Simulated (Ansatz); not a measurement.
System: TaTe (model structure, within 0.1 Å of Pm-3m, No. 221, 4 atoms in the cell). Method: PBEsol in Ansatz (plane waves, PAW).

Run with plane-wave cutoff 520 eV, 12×16×12 k mesh (along the axes of the cell as run), Fermi–Dirac smearing 0.05 eV, scalar-relativistic PAW data made under PBE.

Cell (relaxed at this level):

```xyz
4
Lattice="4.7765 0.0000 0.0000 0.0000 3.3796 0.0000 0.0000 0.0000 4.7765" Properties=species:S:1:pos:R:3 pbc="T T T"
Ta     1.1941     0.0000     3.5831
Ta     3.5824     0.0000     1.1934
Te     1.1941     1.6898     1.1944
Te     3.5824     1.6898     3.5822
```

**Question.** Give the computed bulk modulus.

**Answer.** 
- bulk modulus = 160 GPa

The run finds no gap.

Note: the bulk modulus is −V dP/dV from two relaxed cells at ±2 % in volume.

Spin–orbit coupling is not included; it can open a gap where bands touch, and shift volumes and moduli.

Static lattice: no zero-point or thermal effects.

Computing time: roughly 14 core-minutes.

A model structure was made by putting elements into a prototype or built by hand; it is no filed structure, need not be a known phase, and can be a saddle point held by its symmetry.

Ansatz is a program for electronic structure.
